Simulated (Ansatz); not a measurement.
Start from Pd in the fcc (Cu type) structure (space group Fm-3m, No. 225; a = 3.840 Å).

Structures relaxed with LDA/PAW in Ansatz (a quantum-chemistry and plane-wave program), without spin-orbit coupling.

Base:

Simulated powder pattern, Cu Kα1, λ = 1.54056 Å (kinematic, ideal powder, no thermal factors, no anomalous dispersion; the 8 strongest lines at most, above 2 %, up to 2θ = 90°):

| 2θ (°) | I/Imax (%) | hkl |
|---|---|---|
| 40.67 | 100 | (111) |
| 47.31 | 47 | (200) |
| 69.14 | 29 | (220) |
| 83.42 | 34 | (311) |
| 88.05 | 10 | (222) |

Perturbation: cell and atoms relaxed at a pressure of 22.5 GPa.

**Question.** Where do the lines fall after the change?

**Answer.** 
Simulated powder pattern, Cu Kα1, λ = 1.54056 Å (kinematic, ideal powder, no thermal factors, no anomalous dispersion; the 8 strongest lines at most, above 2 %, up to 2θ = 90°):

| 2θ (°) | I/Imax (%) | hkl |
|---|---|---|
| 41.82 | 100 | (111) |
| 48.67 | 47 | (200) |
| 71.29 | 28 | (220) |
| 86.21 | 35 | (311) |

The indices refer to the base's conventional cell; one index is shown for lines that coincide.

Load acts through the strain it causes; cell and atoms are relaxed under it. Whether these cells are dynamically stable was not tested. No other phases were tried under pressure. The final runs are not spin-polarised.
